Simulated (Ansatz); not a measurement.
Take NaF in the rock salt structure (space group Fm-3m, No. 225) as the base.

```yaml
crystal:
  lattice:
    - [0.00000, 2.31454, 2.31454]
    - [2.31454, 0.00000, 2.31454]
    - [2.31454, 2.31454, 0.00000]
  atoms:
    - { symbol: Na, position: [0.00000, 0.00000, 0.00000] }
    - { symbol: F, position: [0.50000, 0.50000, 0.50000] }
```

Cartesian axes are those of the cell as printed.

The values are results of DFT with PBEsol, PAW potentials and a 420 eV plane-wave cutoff in Ansatz (a quantum-chemistry and plane-wave program), scalar-relativistic without spin-orbit coupling, not measurements.

Strains are applied to the cell and any free atomic positions relax.

One change was made to it. Results:

```csv
quantity,base,after
"valence-band top at Γ (three highest levels, from the VBM)","0.00, 0.00, 0.00 eV","0.00, -0.06, -0.11 eV"
energy relative to the base (free energy F),0 meV/atom,+1.7 meV/atom
band gap,6.20 eV,6.14 eV
```

Q: Name the change that was made.
A. tensor shear ε_xy = +0.86 %
B. tensor shear ε_xy = +0.57 %
C. tensor shear ε_xy = +2.00 %
D. tensor shear ε_xy = +0.29 %

A: C, tensor shear ε_xy = +2.00 %. For comparison, the valence-band top at Γ in the other runs: tensor shear ε_xy = +0.86 % gives 0.00, -0.02, -0.05 eV; tensor shear ε_xy = +0.29 % gives 0.00, -0.01, -0.02 eV; tensor shear ε_xy = +0.57 % gives 0.00, -0.02, -0.03 eV.

Stability against distortions was not tested.
